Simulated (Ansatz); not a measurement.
bcc Mo (0 0 1) on zinc-blende GaSb (0 0 1) (film strained to the substrate, started from cuts of the bulks and a machine-learned relaxation; slabs Ga5Sb6 and Mo12, which can lie off the formulas)

A periodic stack without vacuum, bcc Mo (0 0 1) on zinc-blende GaSb (0 0 1) (film strained to the substrate, started from cuts of the bulks and a machine-learned relaxation; slabs Ga5Sb6 and Mo12, which can lie off the formulas): substrate slab Ga5Sb6, film Mo12, surface cells [[1, 0], [1, 1]] and [[-1, 1], [-1, -1]], film strained by -1.7 and -1.7 %, outermost planes Sb/Sb and Mo/Mo as cut, which need not be the usual terminations and can put a slab off its formula.

The start was prepared with a machine-learned potential, and the result is one local minimum, with the in-plane cell held and forces under 0.04 eV/Å; the film can end far from its bulk form.

Method: PBE (plane waves to 420 eV, PAW; Ansatz, a program for electronic structure). No spin–orbit coupling; the runs are not spin-polarised. Its k-point mesh 7×7×1, Fermi–Dirac width 0.05 eV.

| Property | Value |
|---|---|
| interface area | 19.3 Å² |
| period | 25.67 Å |
| heights between the nearest atoms of the two slabs at the two interfaces | 1.65 and 1.64 Å |
| Ga–Mo contacts across the interfaces within 1.22 times the sum of covalent radii | 10, mean 2.83 Å |
| Mo–Sb contacts across the interfaces within 1.22 times the sum of covalent radii | 10, mean 3.03 Å |

```
Ga5Mo12Sb6
1.0
    4.39118     0.00183     0.14008
    0.00187     4.39109    -0.14311
    1.18343     0.99538    25.70077
Ga Sb Mo
5 6 12
Direct
  0.15824   0.99321   0.19339
  0.26974   0.49845   0.03267
  0.03506   0.99667   0.43750
  0.58820   0.48636   0.31546
  0.46179   0.01930   0.59858
  0.09635   0.49533   0.13591
  0.76074   0.99817   0.04367
  0.06132   0.49479   0.37579
  0.62581   0.98915   0.25507
  0.96764   0.51575   0.58739
  0.50863   0.91021   0.49493
  0.40664   0.01002   0.72160
  0.90651   0.51023   0.72143
  0.43295   0.51280   0.66357
  0.93308   0.01144   0.66282
  0.34985   0.00539   0.84547
  0.85007   0.50542   0.84524
  0.37694   0.50743   0.78584
  0.87706   0.00746   0.78587
  0.29290   0.00104   0.96866
  0.79454   0.50114   0.96740
  0.32048   0.50314   0.90960
  0.82064   0.00306   0.90981
```
